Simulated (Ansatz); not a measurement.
## Effort and miss along a sweep of kpoints.mp_grid.grid: SnTe2 (Ibam, 6 atoms in the cell)

```xyz
6
Lattice="-3.6020 6.1485 3.5590 3.6020 -6.1485 3.5590 3.6020 6.1485 -3.5590" Properties=species:S:1:pos:R:3 pbc="T T T"
Te     2.0978     4.6950     3.5590
Te     1.5042    -1.4535     3.5590
Te     2.0978     7.6020     0.0000
Te     1.5042     1.4535     0.0000
Sn     0.0000     0.0000     5.3385
Sn     0.0000     0.0000     1.7795
```

Level of theory: PBE (plane waves, PAW; Ansatz, a quantum-chemistry and plane-wave program).

Base settings: basis.ecutwfc = 420 eV; kpoints.mp_grid.grid = 4 4 4; hamiltonian.xc = pbe; hamiltonian.pseudopotentials = {kind: paw} (the program's default PAW files); scf.occupations.method = cold; scf.occupations.width = 0.1 eV.

Misses are taken against the tightest run, 13 13 13, which need not be fully converged itself. The energy is the free energy per atom.

The count of work is k-points × plane waves × bands × iterations; it is no time, and leaves out set-up, grids and terms that scale otherwise. Core times come from one kind of shared machine and are given to one figure; runs under 30 s give none.

The starting cell was generated: these elements placed on a structure prototype, without a prior relaxation; it need not be a known phase or ordering of this composition.

The runs (kpoints.mp_grid.grid): 1 1 1 | 2 2 2 | 3 3 3 | 4 4 4 | 5 5 5 | 6 6 6 | 7 7 7 | 9 9 9 | 10 10 10 | 13 13 13.

Problem. Which is the coarsest setting among those run that, with all tighter ones, holds the energy within 1 meV/atom of the reference, and what does it save?

Solution. 3 3 3, off by 0.16 meV/atom; it needs 0.023 of the reference's count of work.

Problem. What does the step from 2 2 2 to 4 4 4 buy?

Solution. It takes the miss in the energy from 4.5 to 0.05 meV/atom, for 3.6 times the count of work.

| kpoints.mp_grid.grid | energy less reference (meV/atom) | largest difference in the force on any atom (eV/Å) | count of work / reference | core time / reference (rough) |
|---|---|---|---|---|
| 1 1 1 | 3.54 | 0.265 | 0.0033 | – |
| 2 2 2 | 4.46 | 0.021 | 0.015 | – |
| 3 3 3 | -0.16 | 0.003 | 0.023 | – |
| 4 4 4 | 0.05 | 0.000 | 0.052 | – |
| 5 5 5 | 0.00 | 0.000 | 0.079 | – |
| 6 6 6 | 0.00 | 0.000 | 0.13 | 0.1 |
| 7 7 7 | 0.00 | 0.000 | 0.19 | 0.2 |
| 9 9 9 | 0.00 | 0.000 | 0.36 | 0.3 |
| 10 10 10 | 0.00 | 0.000 | 0.50 | 0.5 |
| 13 13 13 | 0.00 | 0.000 | 1.0 | 1 |

Left out of this page: 1 run of the series stopped by limits of time or memory.

Keys are those of Ansatz 0.2.
